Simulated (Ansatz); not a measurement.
**Si₂N₂Se (Cmc2₁, No. 36, 10 atoms in the cell; start mp-1245915)**

Calculation: HSE06 in Ansatz (plane waves, PAW).

Run with plane-wave cutoff 460 eV, 4×4×6 k mesh (along the axes of the cell as run), Fermi–Dirac smearing 0.01 eV, scalar-relativistic PAW data made under PBE.

Cell (relaxed with PBEsol):

```
CELL_PARAMETERS angstrom
      5.37399    -2.79023     0.00000
      5.37399     2.79023     0.00000
      0.00000     0.00000     4.87685
ATOMIC_POSITIONS crystal
  Si 0.45822 0.16719 0.90991
  Si 0.54178 0.83281 0.40991
  Si 0.83281 0.54178 0.90991
  Si 0.16719 0.45822 0.40991
  Se 0.21864 0.78136 0.26105
  Se 0.78136 0.21864 0.76105
  N  0.40613 0.14933 0.25637
  N  0.59387 0.85067 0.75637
  N  0.85067 0.59387 0.25637
  N  0.14933 0.40613 0.75637
```

For Si₂N₂Se (Cmc2₁, No. 36, 10 atoms in the cell; start mp-1245915), the band gap is 3.87 eV (on the SCF k mesh) (indirect). The smallest direct gap on the k points sampled comes out as 4.13 eV.

Note: cell and atoms aren't relaxed at this level (largest force component 0.17 eV/Å, pressure -1.2 GPa).

Spin–orbit coupling is not included.

The computed numbers hold no vibrational or temperature effects.

The result took about 10 core-minutes (a rough figure).

A start named mp-… is a Materials Project structure, which need not be a measured phase.

Ansatz is a first-principles code.
